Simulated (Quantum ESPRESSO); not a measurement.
Input and output of a self-consistent single point for Cs2AgBiBr6 (Fm-3m, 10 atoms in the cell) (Quantum ESPRESSO).

Level of theory: revPBE, PseudoDojo standard norm-conserving (PBE) pseudopotentials (plane waves; Quantum ESPRESSO).

```
Cs2AgBiBr6
1.0
    0.00000     5.71083     5.71083
    5.71083     0.00000     5.71083
    5.71083     5.71083     0.00000
Cs Ag Bi Br
2 1 1 6
Direct
  0.75000   0.75000   0.75000
  0.25000   0.25000   0.25000
  0.50000   0.50000   0.50000
  0.00000   0.00000   0.00000
  0.74919   0.25081   0.25081
  0.25081   0.74919   0.74919
  0.25081   0.74919   0.25081
  0.74919   0.25081   0.74919
  0.25081   0.25081   0.74919
  0.74919   0.74919   0.25081
```

Reference input (self-consistent single point, DFT, PBE, plane waves, PseudoDojo standard norm-conserving (PBE) pseudopotentials): ecutwfc = 85 Ry; occupations = smearing; smearing = gauss; degauss = 0.00147 Ry; potentials = {Cs: Cs.upf, Ag: Ag.upf, Bi: Bi.upf, Br: Br.upf}; K_POINTS = automatic 2 2 2 0 0 0; conv_thr = 1e-09 Ry; mixing_beta = 0.5. This run's input differs from it in these lines:

```diff
@@ -16,2 +16,3 @@
    degauss = 0.00147
+   input_dft = 'revpbe'
 /
```

Output (repeated stretches shortened):

```
     Self-consistent Calculation

     iteration #  1     ecut=    85.00 Ry     beta= 0.50

     Threshold (ethr) on eigenvalues was too large:
     Diagonalizing with lowered threshold

     total energy              =    -756.98405213 Ry
     estimated scf accuracy    <       0.38218284 Ry

     iteration #  2     ecut=    85.00 Ry     beta= 0.50

     total energy              =    -757.07350598 Ry
     estimated scf accuracy    <       0.06231547 Ry

     iteration #  3     ecut=    85.00 Ry     beta= 0.50

     total energy              =    -757.08778584 Ry
     estimated scf accuracy    <       0.01232149 Ry

   [... 5 blocks of this kind left out ...]

     iteration #  9     ecut=    85.00 Ry     beta= 0.50

     total energy              =    -757.09120352 Ry
     estimated scf accuracy    <       0.00000002 Ry

     iteration # 10     ecut=    85.00 Ry     beta= 0.50
     End of self-consistent calculation

     the Fermi energy is     4.3567 ev

!    total energy              =    -757.09120353 Ry
     estimated scf accuracy    <          5.5E-10 Ry
     smearing contrib. (-TS)   =      -0.00000000 Ry
     internal energy E=F+TS    =    -757.09120353 Ry

     convergence has been achieved in  10 iterations

     Forces acting on atoms (cartesian axes, Ry/au):

     atom    1 type  1   force =    -0.00000000    0.00000000    0.00000000
     atom    2 type  1   force =     0.00000000   -0.00000000   -0.00000000
     atom    3 type  2   force =     0.00000000    0.00000000    0.00000000
     atom    4 type  3   force =     0.00000000    0.00000000    0.00000000
     atom    5 type  4   force =    -0.00033191    0.00000000    0.00000000
   [... lines left out ...]

     Total force =     0.000813     Total SCF correction =     0.000006

          total   stress  (Ry/bohr**3)                   (kbar)     P=       17.23
   0.00011715   0.00000000   0.00000000           17.23        0.00        0.00
   0.00000000   0.00011715   0.00000000            0.00       17.23        0.00
   0.00000000   0.00000000   0.00011715            0.00        0.00       17.23

   JOB DONE.
```

The run converged in 10 iterations. Against the reference run the pressure goes from 0.59 to 1.72 GPa, the largest force goes from 0.030 to 0.009 eV/Å and the gap on the mesh goes from 1.295 to 1.363 eV. The full log also holds: “c_bands:  1 eigenvalues not converged”.

The starting cell comes from a database of computed structures (which also holds hypothetical and non-ambient phases and stackings), without a prior relaxation at this level. Its lattice was rescaled by a random factor within 2.5 % of one. Spin-orbit coupling is off.

Cost on one core of a shared machine: roughly 90 s.
